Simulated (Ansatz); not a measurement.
Here is the system:

End structure of the (310) surface of bcc Rb in its 1x1 cell, outermost plane spacing 1.79 Å in the ideal cut:

```
CELL_PARAMETERS angstrom
      5.67000     0.00000     0.00000
     -2.83500     8.96506     0.00000
      0.00000     0.00000    27.00000
ATOMIC_POSITIONS crystal
  Rb 0.68958 0.37915 0.30584
  Rb 0.40331 0.80652 0.36142
  Rb 0.10058 0.20116 0.43716
  Rb 0.80000 0.60000 0.50000
  Rb 0.49942 0.99884 0.56284
  Rb 0.19669 0.39348 0.63858
  Rb 0.91042 0.82085 0.69416
```

Model: 7-atom slab, 10.8 Å thick at the start, 7x5x1 mesh, Fermi-Dirac 0.1 eV, dipole correction, single point; on the structure that PBE left under its start's symmetry; no spin, no spin-orbit, no U.

What work function of the top face does r2SCAN, at the PBE geometry (Ansatz, a quantum-chemistry and plane-wave program) give?

2.12 eV

What surface energy (mean of both faces) does r2SCAN, at the PBE geometry give?

0.10 J/m^2
